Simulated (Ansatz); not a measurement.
Defect calculation: V_Al+Si_Al in fcc Al

Level of theory: PBE, PAW (plane waves to 420 eV; Ansatz, a quantum-chemistry and plane-wave program). Details: 108-site cell; 4×4×4 shifted k-points; start: the Al site; Al 2.86 Å away; energies good to tenths of an eV; the relaxation kept the symmetry of the starting site; relaxed from one start, so a lower configuration may exist.

Neighbours after relaxation, in Å: of the emptied site: Al 2.78, Al 2.78, Al 2.78, Al 2.78, Al 2.80, Al 2.80, Al 2.80, Al 2.80 (the shell may go on); of the Si atom: Al 2.77, Al 2.77, Al 2.77, Al 2.77, Al 2.84, Al 2.84, Al 2.85, Al 2.85 (the shell may go on).

Formation energies E_f are those of the neutral cell. Chemical conditions: host crystal and elements as references (Δμ(Al) = 0.00 eV, Δμ(Si) = 0.00 eV; Si taken from its element, since no compound that bounds it was computed at this level; only phases computed here count, gases as isolated molecules at 0 K). Reference phases: Al: fcc Al, Si: silicon.

```
charge         moment (μB)  point group  largest move off a lattice site (Å)  E_f, host crystal and elements as references (eV)
------  ------------------  -----------  -----------------------------------  -------------------------------------------------
0       not spin-polarised          C2v                                 0.09                                               0.94
```

Point groups are those of the whole cell at tolerances of 0.03 and 0.1 Å ("near" where only the looser one holds); none is given for unsettled states.

All states together cost about 30 core-minutes (a rough figure).
